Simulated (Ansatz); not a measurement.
# Effect of pressure 30 GPa on MoS2

The parent structure is MoS2 in the 3R-MoS2 type structure (space group R3m, No. 160; a = 3.153 Å, c = 17.994 Å (hexagonal axes); layered, stacked along the Cartesian z axis).

Now apply this change: a hydrostatic pressure of 30 GPa.

Level of theory: PBE-D3(BJ) in Ansatz (plane waves to 420 eV, PAW, without spin-orbit coupling), earlier PAW set. k-mesh 12×12×12 (Γ-centred); smearing 0.05 eV (Fermi–Dirac).

The volume per atom shrinks by 3.715 Å³ (17.22 Å³ → 13.50 Å³) and the density goes up by 1.416 g/cm³ (5.15 g/cm³ → 6.56 g/cm³). The lattice parameter a drops by 0.168 Å, from 3.153 Å to 2.985 Å and the c/a ratio falls by 0.433 to 5.273. The enthalpy H = E + PV relative to the base's energy amounts to +2.78 eV/atom and the band gap becomes zero (base: 0.77 eV).

Cost of the whole job for the changed cell (relaxation, final SCF and bands): around 110 core-seconds (rough).

The mesh was chosen for an insulator and is coarse for the gapless case. Load acts through the strain it causes; cell and atoms are relaxed under it. Whether these cells are dynamically stable was not tested. Competing high-pressure phases were not computed. All final runs are without spin polarisation. A zero or small gap of MoS2 under pressure 30 GPa can be the functional's error rather than a property of the material.

Ansatz is a first-principles code.
